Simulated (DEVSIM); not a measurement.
System: Au/SiO2/p-GaAs capacitor, at 250 K.

```tsv
layer (left to right)	material	thickness (nm)	Na (cm⁻³)
1	SiO2	1.20	-
2	GaAs	490	1.7e18
```

Metal gate on the left, work function 5.1 eV. Fixed charge at the semiconductor interface 9.3e12 cm⁻² (in units of +e); no interface traps.

This is a model device: material constants are rounded textbook-type values typed into the input, and sizes, dopings and lifetimes were drawn at random. Values at 300 K; Nc and Nv go as T^1.5, mobilities as T to minus their exponent, the gap by Varshni's rule with the affinity fixed.

```tsv
parameter	SiO2	GaAs
gap (eV)	9	1.424
affinity (eV)	0.9	4.07
permittivity	3.9	12.9
Nc (cm⁻³)	-	4.7e17
Nv (cm⁻³)	-	9e18
Varshni α (eV/K)	-	0.000541
Varshni β (K)	-	204
```

Model (solved in DEVSIM): 1D Poisson equation in equilibrium, Boltzmann statistics, complete ionisation; no quantum confinement or tunnelling. Metal contacts follow the ideal Schottky-Mott rule: no Fermi-level pinning, no interface dipoles.

**Question.** Tabulate band edges, carrier densities and field at 0.6 V on the gate.

**Answer.** Energies count from the Fermi level of the right contact; mesh points crowd at the junctions.

```tsv
x (μm)	Ec (eV)	Ev (eV)	n (cm⁻³)	p (cm⁻³)	field (V/cm)
0.000	3.600	-5.400	< 1e2	< 1e2	-1800000
0.0004984	3.509	-5.491	< 1e2	< 1e2	-1800000
0.0008354	3.447	-5.553	< 1e2	< 1e2	-1800000
0.001414	0.228	-1.218	8.9e12	< 1e2	750000
0.002837	0.332	-1.114	7.2e10	< 1e2	710000
0.004683	0.459	-0.987	2.0e8	< 1e2	670000
0.008010	0.668	-0.778	12000	1400	590000
0.01623	1.072	-0.374	< 1e2	1.9e11	390000
0.02783	1.367	-0.079	< 1e2	1.7e17	120000
0.04613	1.416	-0.030	< 1e2	1.7e18	570
0.07913	1.416	-0.030	< 1e2	1.7e18	≈ 0
0.1607	1.416	-0.030	< 1e2	1.7e18	≈ 0
0.2623	1.416	-0.030	< 1e2	1.7e18	≈ 0
0.3583	1.416	-0.030	< 1e2	1.7e18	≈ 0
0.4263	1.416	-0.030	< 1e2	1.7e18	≈ 0
0.4539	1.416	-0.030	< 1e2	1.7e18	≈ 0
0.4692	1.416	-0.030	< 1e2	1.7e18	≈ 0
0.4788	1.416	-0.030	< 1e2	1.7e18	≈ 0
0.4857	1.416	-0.030	< 1e2	1.7e18	≈ 0
0.4884	1.416	-0.030	< 1e2	1.7e18	≈ 0
0.4900	1.416	-0.030	< 1e2	1.7e18	≈ 0
0.4912	1.416	-0.030	< 1e2	1.7e18	≈ 0
```
